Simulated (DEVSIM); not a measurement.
System: Schottky contact on n-type Ge, at 300 K.

Layer 1 from the left is Ge, thickness (μm) 12.0, Nd (cm⁻³) 3.1e15, τn (s) 0.0009, τp (s) 0.0009.

Left contact: Schottky, work function 4.52 eV, emission velocity 2.8e6 cm/s. Right contact: ohmic. Voltage is applied to the left contact. Recombination: SRH at mid-gap, radiative. Mobility is μmin + (μ − μmin)/(1 + (N/Nref)^α).

The device is made up for the run: typed textbook-type constants, with dimensions and the other settings drawn at random. Values at 300 K.

Ge: gap (eV) 0.664, affinity (eV) 4, permittivity 16, Nc (cm⁻³) 1.04e19, Nv (cm⁻³) 6e18, μn (cm²/Vs) 3900, μp (cm²/Vs) 1900, μn,min 150, μp,min 100, Nref,n 2.6e17, Nref,p 4e17, αn 0.56, αp 0.6, B (cm³/s) 6.4e-14.

Task: Estimate by hand the built-in potential, the peak field at zero bias, the capacitance at -1.5 V, and compare with a numerical solution.

Result: 
- Built-in potential: barrier φB = 0.520 eV; Vbi = φB − kT/q ln(N_band/N) = 0.310 V; numerical 0.310 V.
- Peak field at zero bias: depletion approximation: W = √(2εVbi/(qN)) = 0.421 μm with N = 3.10e15 cm⁻³; field = 2Vbi/W = 14700 V/cm; numerical 18100 V/cm (estimate below by 19 %).
- Capacitance at -1.5 V: C = √(qεN / 2(Vbi + |V|)) = 13.9 nF/cm²; numerical 13.3 nF/cm² (estimate above by 4.5 %).

DEVSIM, 1D drift-diffusion, Boltzmann statistics, complete ionisation; no tunnelling, impact ionisation, image-force lowering or self-heating. Metal contacts follow the ideal Schottky-Mott rule: no Fermi-level pinning, no interface dipoles.
